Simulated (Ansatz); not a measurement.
Al on the Si site + N on the C site, started at the Si(k) site; C(k) 1.90 Å away, along c. With PBE, PAW in Ansatz (a quantum-chemistry and plane-wave program) in a 96-site cell of 4H silicon carbide (PBE lattice) with 2×2×2 shifted sampling: neutral formation energy -1.16 eV with the elements as references.

What does HSE06, PAW (Ansatz) in a 96-site cell of 4H silicon carbide (lattice scaled to a tabulated measured volume, 10.36 Å³ a site) with 2×2×2 shifted sampling give for the same quantities?

neutral formation energy -1.23 eV with the elements as references.

Flagged in one set or both: a host whose relaxation on this sampling wasn't shown to rest.
